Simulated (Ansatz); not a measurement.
Given:

End structure of a constructed model of the (111) surface of fcc Cu, a pseudomorphic layer of Ag in the other hollow (bottom of the slab: a bare face, its two planes held):

```yaml
crystal:
  lattice:
    - [2.56680, 0.00000, 0.00000]
    - [-1.28340, 2.22291, 0.00000]
    - [0.00000, 0.00000, 29.00000]
  atoms:
    - { symbol: Cu, position: [0.33333, 0.66667, 0.27655] }
    - { symbol: Cu, position: [0.66667, 0.33333, 0.34882] }
    - { symbol: Cu, position: [0.00000, 0.00000, 0.42098] }
    - { symbol: Cu, position: [0.33333, 0.66667, 0.49333] }
    - { symbol: Cu, position: [0.66667, 0.33333, 0.56566] }
    - { symbol: Cu, position: [0.00000, 0.00000, 0.63766] }
    - { symbol: Ag, position: [0.66667, 0.33333, 0.72068] }
```

Model: 7-atom slab, 13.0 Å thick at the start with caps and adatoms (thin: gaps and levels are the slab's own), 17x17x1 mesh, Fermi-Dirac 0.1 eV, dipole correction, 2 atoms held, the rest relaxed; symmetry of the start imposed; no spin, no spin-orbit, no U. In PBE it is, or lies within 0.01 eV a 1x1 cell of, the lowest of the 2 structures of its composition computed so far; subsurface sites and larger cells were not tried.

Give the work function of the top face at the level Ansatz (a quantum-chemistry and plane-wave program) with PBE.

4.74 eV
